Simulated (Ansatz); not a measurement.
The reference is GaN in the wurtzite structure (space group P6_3mc, No. 186; a = 3.1826 Å, c = 5.1854 Å). Axes: x lies along a and z along c of the hexagonal cell.

The values are results of Kohn–Sham DFT with the PBEsol functional, run in Ansatz (a quantum-chemistry and plane-wave program) with PAW and 420 eV plane waves, without spin-orbit coupling, not measurements.

One thing is altered: biaxial strain +3.00 %, plane normal [001], relaxed out of plane (Cartesian); in-plane vectors clamped, the third vector and the atoms free.

Task: What does the calculation give for the hole mass after the change?

Result: The hole mass comes out as 0.13 mₑ out of plane, 2.0 mₑ in plane (at Γ).

Task: What happens to the out-of-plane strain?

Result: The out-of-plane strain is -1.44 %.

The levels and masses belong to the bands next to the band gap. Masses are band curvatures over ±0.01 Å⁻¹ around the edge. No phonon test of stability was made.
